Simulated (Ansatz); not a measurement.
**Sr₂RuO₄ (space group I4/mmm, No. 139)**

```
CELL_PARAMETERS angstrom
     -1.91513     1.91513     6.34193
      1.91513    -1.91513     6.34193
      1.91513     1.91513    -6.34193
ATOMIC_POSITIONS crystal
  Sr 0.35256 0.35256 0.00000
  Sr 0.64744 0.64744 0.00000
  Ru 0.00000 0.00000 0.00000
  O  0.83730 0.83730 0.00000
  O  0.16270 0.16270 0.00000
  O  0.50000 0.00000 0.50000
  O  0.00000 0.50000 0.50000
```

All numbers come from DFT with PBEsol, PAW potentials and a 420 eV plane-wave cutoff in Ansatz (a program for electronic structure), without spin-orbit coupling. Γ-centred 17×17×17 mesh, Fermi–Dirac width 0.05 eV.

| Property | Value |
|---|---|
| Volume per atom | 13.29 Å³ |
| Density | 6.07 g/cm³ |
| Band gap | zero |
| Total energy | -2149.918 eV/atom (σ→0; compares only within this code and set-up) |

No phonon test of stability was made. No Hubbard U is applied, and correlation can decide whether such a compound is a metal. The final runs are not spin-polarised.
